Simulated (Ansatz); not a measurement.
Functionals compared on the (10-11) surface of hcp Tl in its 1x1 cell, outermost plane spacing 0.45 Å in the ideal cut, in Ansatz (plane waves, PAW). The structure was relaxed with PBE; the other rows are single points on it, each with its references at the same level. Cutoff 420 eV (500 eV for r2SCAN).

Set-up: 10 atoms, 11.3 Å thick at the start; mesh 11x6x1; 0.1 eV smearing; dipole correction on; all atoms relaxed; held to the part of the start's symmetry that mesh and held atoms allow; no spin, no spin-orbit, no U. These notes are the PBE run's.

```json
[
 {"functional": "PBE", "surface energy (J/m²)": "0.28", "work function of the top face (eV)": "3.52", "rough cost of the single point": "–"},
 {"functional": "LDA", "surface energy (J/m²)": "0.45", "work function of the top face (eV)": "3.86", "rough cost of the single point": "about 100 core-seconds (a rough figure)"},
 {"functional": "PBEsol", "surface energy (J/m²)": "0.38", "work function of the top face (eV)": "3.61", "rough cost of the single point": "around 80 core-seconds (rough)"},
 {"functional": "RPBE", "surface energy (J/m²)": "0.17", "work function of the top face (eV)": "3.36", "rough cost of the single point": "very roughly 90 core-seconds"},
 {"functional": "r2SCAN", "surface energy (J/m²)": "?", "work function of the top face (eV)": "?", "rough cost of the single point": "roughly 3 core-minutes"}
]
```

**Question.** Some entries are withheld; supply them.

**Answer.** 
- r2SCAN, surface energy (J/m²): 0.36
- r2SCAN, work function of the top face (eV): 3.53

Ansatz is a first-principles code.
